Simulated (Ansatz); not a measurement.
**AlPt3: response to strain**

Base system: AlPt3 in the Cu3Au type structure (space group Pm-3m, No. 221; a = 3.8747 Å; a cell from a computed database, its experimental status unchecked; relaxed with 0.1 eV smearing). Axes: x, y, z lie along the cube axes.

Strains are applied to the cell and any free atomic positions relax; under biaxial strain the out-of-plane vector relaxes too; under stress the whole cell relaxes.

The values are results of PBEsol (Ansatz, a quantum-chemistry and plane-wave program, PAW, no SOC), not measurements.

Notes on the quantities. pressure: mean of the normal stresses, compression positive; energy relative to the base: free energy F.

```json
[
 {"case": "base", "space group": "Pm-3m (No. 221)", "pressure": "0.0 GPa", "energy relative to the base": "0 meV/atom", "shortest interatomic distance": "2.740 Å"},
 {"case": "biaxial strain +0.66 %, plane normal [001], relaxed out of plane", "space group": "P4/mmm (No. 123)", "pressure": "(withheld)", "energy relative to the base": "+1.3 meV/atom", "shortest interatomic distance": "2.739 Å"},
 {"case": "isotropic strain −0.50 %", "space group": "Pm-3m (No. 221)", "pressure": "(withheld)", "energy relative to the base": "(withheld)", "shortest interatomic distance": "2.726 Å"},
 {"case": "isotropic strain −0.15 %", "space group": "Pm-3m (No. 221)", "pressure": "(withheld)", "energy relative to the base": "+0.2 meV/atom", "shortest interatomic distance": "2.736 Å"},
 {"case": "uniaxial stress, 1 GPa compression along x", "space group": "P4/mmm (No. 123)", "pressure": "–", "energy relative to the base": "+0.2 meV/atom", "shortest interatomic distance": "2.736 Å"}
]
```

Question: Complete the table.

Answer: 
- biaxial strain +0.66 %, plane normal [001], relaxed out of plane, pressure: -1.4 GPa
- isotropic strain −0.50 %, pressure: 3.9 GPa
- isotropic strain −0.50 %, energy relative to the base: +2.6 meV/atom
- isotropic strain −0.15 %, pressure: 1.1 GPa

Stability under load was not tested beyond the relaxation. The base started in P4/mbm and relaxed to Pm-3m at this level. All final runs are without spin polarisation.
